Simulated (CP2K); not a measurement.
**A self-consistent single point of TiGa2O5 (C2/c, 16 atoms in the cell) with CP2K**

Method: PBEsol, GPW, DZVP-MOLOPT-SR-GTH basis, GTH-PBE potentials (GTH_POTENTIALS) run with CP2K.

Input:

```
&GLOBAL
  PROJECT scf
  RUN_TYPE ENERGY_FORCE
  PRINT_LEVEL MEDIUM
&END GLOBAL
&FORCE_EVAL
  METHOD Quickstep
  STRESS_TENSOR ANALYTICAL
  &DFT
    BASIS_SET_FILE_NAME BASIS_MOLOPT
    POTENTIAL_FILE_NAME GTH_POTENTIALS
    &QS
      METHOD GPW
      EPS_DEFAULT 1E-10
    &END QS
    &MGRID
      CUTOFF 600
      REL_CUTOFF 50
      NGRIDS 5
    &END MGRID
    &SCF
      SCF_GUESS ATOMIC
      EPS_SCF 1E-6
      MAX_SCF 100
      ADDED_MOS 22
      &DIAGONALIZATION
        ALGORITHM STANDARD
      &END DIAGONALIZATION
      &MIXING
        METHOD BROYDEN_MIXING
        ALPHA 0.3
        NBUFFER 12
        BETA 1.5
      &END MIXING
    &END SCF
    &KPOINTS
      SCHEME MONKHORST-PACK 3 3 2
      GAMMA_CENTERED T
    &END KPOINTS
    &XC
      &XC_FUNCTIONAL
        &PBE
          PARAMETRIZATION PBESOL
        &END PBE
      &END XC_FUNCTIONAL
    &END XC
    &PRINT
      &MO
        EIGENVALUES T
        OCCUPATION_NUMBERS T
        NDIGITS 8
        FILENAME mo
        &EACH
          QS_SCF 0
        &END EACH
        ADD_LAST NUMERIC
      &END MO
      &MULLIKEN ON
      &END MULLIKEN
    &END PRINT
  &END DFT
  &SUBSYS
    &CELL
      A 5.64301500 0.00000000 0.00000000
      B 3.38925700 4.51182400 0.00000000
      C -2.22300100 -1.11043900 6.61178300
      PERIODIC XYZ
    &END CELL
    &COORD
      SCALED
      Ti       0.00000000     0.00000000     0.50000000
      Ti       0.00000000     0.00000000     0.00000000
      Ga       0.36676000     0.36074000     0.27428000
      Ga       0.63324000     0.63926000     0.72572000
      Ga       0.63926000     0.63324000     0.22572000
      Ga       0.36074000     0.36676000     0.77428000
      O        0.58144000     0.24964000     0.05096000
      O        0.41856000     0.75036000     0.94904000
      O        0.75036000     0.41856000     0.44904000
      O        0.24964000     0.58144000     0.55096000
      O        0.66203000     0.96821000     0.35015000
      O        0.33797000     0.03179000     0.64985000
      O        0.03179000     0.33797000     0.14985000
      O        0.96821000     0.66203000     0.85015000
      O        0.19648000     0.80352000     0.25000000
      O        0.80352000     0.19648000     0.75000000
    &END COORD
    &KIND Ti
      BASIS_SET DZVP-MOLOPT-SR-GTH
      POTENTIAL GTH-PBE-q12
    &END KIND
    &KIND Ga
      BASIS_SET DZVP-MOLOPT-SR-GTH
      POTENTIAL GTH-PBE-q13
    &END KIND
    &KIND O
      BASIS_SET DZVP-MOLOPT-SR-GTH
      POTENTIAL GTH-PBE-q6
    &END KIND
  &END SUBSYS
  &PRINT
    &FORCES ON
    &END FORCES
    &STRESS_TENSOR ON
    &END STRESS_TENSOR
  &END PRINT
&END FORCE_EVAL
```

The program printed (abridged):

```
 GLOBAL| Method name                                                        CP2K
 GLOBAL| Project name                                                        scf
 GLOBAL| Run type                                                   ENERGY_FORCE

 CELL| Volume [angstrom^3]:                                           168.337916
 CELL| Vector a [angstrom]:       5.643     0.000     0.000   |a| =     5.643015
 CELL| Vector b [angstrom]:       3.389     4.512     0.000   |b| =     5.643015
 CELL| Vector c [angstrom]:      -2.223    -1.110     6.612   |c| =     7.063320
 CELL| Angle (b,c), alpha [degree]:                                   108.344192
 CELL| Angle (a,c), beta  [degree]:                                   108.344194
 CELL| Angle (a,b), gamma [degree]:                                    53.086329
 CELL| Numerically orthorhombic:                                              NO
 CELL| Periodicity                                                           XYZ

 DFT| Spin restricted Kohn-Sham (RKS) calculation                            RKS
 DFT| Multiplicity                                                             1
 DFT| Number of spin states                                                    1
 DFT| Charge                                                                   0
 DFT| XC density smoothing                                                  NONE
 DFT| XC derivatives                                                          PW

 QS| Method:                                                                 GPW
 QS| Density plane wave grid type                        NON-SPHERICAL FULLSPACE
 QS| Number of grid levels:                                                    5
 QS| Density cutoff [a.u.]:                                                300.0
 QS| Multi grid cutoff [a.u.]: 1) grid level                               300.0
   [... lines left out ...]
 BRILLOUIN|     5           0.11111       -0.33333        0.33333        0.00000
 BRILLOUIN|     6           0.11111       -0.33333        0.33333        0.50000
 BRILLOUIN|     7           0.11111        0.00000       -0.33333        0.00000
 BRILLOUIN|     8           0.11111        0.00000       -0.33333        0.50000
 BRILLOUIN|     9           0.05556        0.00000        0.00000        0.00000
 BRILLOUIN|    10           0.05556        0.00000        0.00000        0.50000
 *******************************************************************************

 Extrapolation method: initial_guess

 Re-scaling the density matrix to get the right number of electrons
                  # Electrons              Trace(P)               Scaling factor
                          136               136.000                        1.000

 Number of electrons:                                                        136
 Number of occupied orbitals:                                                 68
 Number of molecular orbitals:                                                90

 Number of orbital functions:                                                282
 Number of independent orbital functions:                                    282
 SCF WAVEFUNCTION OPTIMIZATION

  Step     Update method      Time    Convergence         Total energy    Change
     1 NoMix/Diag. 0.30E+00      -     2.08394063      -575.2032352583 -5.75E+02
     2 Broy./Diag. 0.30E+00      -     0.15300632      -564.1425517117  1.11E+01
     3 Broy./Diag. 0.30E+00      -     0.16620573      -571.5908216828 -7.45E+00
     4 Broy./Diag. 0.30E+00      -     0.04277836      -575.2773712531 -3.69E+00
     5 Broy./Diag. 0.30E+00      -     0.07525178      -573.9929543951  1.28E+00
     6 Broy./Diag. 0.30E+00      -     0.00764015      -574.6381463920 -6.45E-01
     7 Broy./Diag. 0.30E+00      -     0.00906163      -574.4177734021  2.20E-01
     8 Broy./Diag. 0.30E+00      -     0.00206730      -574.3209354886  9.68E-02
     9 Broy./Diag. 0.30E+00      -     0.00138397      -574.3217312384 -7.96E-04
    10 Broy./Diag. 0.30E+00      -     0.00177459      -574.3478422794 -2.61E-02
    11 Broy./Diag. 0.30E+00      -     0.00033237      -574.3514424632 -3.60E-03
    12 Broy./Diag. 0.30E+00      -     0.00045611      -574.3423783077  9.06E-03
    13 Broy./Diag. 0.30E+00      -     0.00005349      -574.3395869414  2.79E-03
    14 Broy./Diag. 0.30E+00      -     0.00006265      -574.3409165066 -1.33E-03
    15 Broy./Diag. 0.30E+00      -     0.00000749      -574.3414240020 -5.07E-04
    16 Broy./Diag. 0.30E+00      -     0.00000363      -574.3414370410 -1.30E-05
    17 Broy./Diag. 0.30E+00      -     0.00000278      -574.3413667250  7.03E-05
    18 Broy./Diag. 0.30E+00      -     0.00000087      -574.3413615964  5.13E-06
  *** SCF run converged in    18 steps ***

  Electronic density on regular grids:       -135.9999998443        0.0000001557
  Core density on regular grids:              135.9999999938       -0.0000000062
  Total charge density on r-space grids:        0.0000001495
  Total charge density g-space grids:           0.0000001495

  Overlap energy of the core charge distribution:               0.00000001058399
  Self energy of the core charge distribution:              -1018.23590068259625
  Core Hamiltonian energy:                                    288.91698507826328
  Hartree energy:                                             244.43983682006959
  Exchange-correlation energy:                                -89.46228282276792

  Total energy:                                              -574.34136159644731

                     Mulliken Population Analysis

 #  Atom  Element  Kind  Atomic population                           Net charge
       1     Ti       1         11.277046                              0.722954
       2     Ti       1         11.277045                              0.722955
       3     Ga       2         12.049815                              0.950185
       4     Ga       2         12.049816                              0.950184
       5     Ga       2         12.049815                              0.950185
       6     Ga       2         12.049815                              0.950185
       7     O        3          6.542454                             -0.542454
       8     O        3          6.542454                             -0.542454
       9     O        3          6.542454                             -0.542454
      10     O        3          6.542454                             -0.542454
      11     O        3          6.488194                             -0.488194
      12     O        3          6.488194                             -0.488194
      13     O        3          6.488195                             -0.488195
      14     O        3          6.488195                             -0.488195
      15     O        3          6.562027                             -0.562027
   [... lines left out ...]
 FORCES|      7  4.52760388E-03 -1.04751277E-03 -9.67228911E-04   4.74678962E-03
 FORCES|      8 -4.52760097E-03  1.04751766E-03  9.67238171E-04   4.74678981E-03
 FORCES|      9 -1.88178099E-03 -4.24902674E-03  9.67197041E-04   4.74666178E-03
 FORCES|     10  1.88178011E-03  4.24901856E-03 -9.67195389E-04   4.74665378E-03
 FORCES|     11  4.32752064E-03  6.95734491E-04  3.31666649E-03   5.49652235E-03
 FORCES|     12 -4.32752103E-03 -6.95735885E-04 -3.31666707E-03   5.49652318E-03
 FORCES|     13 -3.15568341E-03 -3.04222979E-03 -3.31676049E-03   5.49676268E-03
 FORCES|     14  3.15568471E-03  3.04222956E-03  3.31675978E-03   5.49676288E-03
 FORCES|     15 -3.28767319E-04  6.58359431E-04 -4.34640273E-08   7.35883885E-04
 FORCES|     16  3.28780988E-04 -6.58361862E-04  4.07183556E-08   7.35892167E-04
 FORCES| Sum     6.60727462E-12  5.32789412E-11 -1.15905884E-10
 FORCES| Total atomic force                                       1.27735960E-10

 STRESS| Analytical stress tensor [bar]
 STRESS|                        x                   y                   z
 STRESS|      x       -4.92819090972E+04   2.59480425732E+03   2.00163086857E+03
 STRESS|      y        2.59480425732E+03  -5.31797802892E+04   9.99633334598E+02
 STRESS|      z        2.00163086857E+03   9.99633334598E+02  -4.77182315924E+04
 STRESS| 1/3 Trace                                            -5.00599736596E+04
```

The run converged in 18 iterations.

The starting cell comes from a database of computed structures (which also holds hypothetical and non-ambient phases and stackings), without a prior relaxation at this level. Values carry the incompleteness of an atom-centred basis. The potentials were made for another functional than the one used. With a pressure of about -5 GPa the cell is away from its equilibrium volume at this level.

Cost on one core of a shared machine: roughly 2 min.
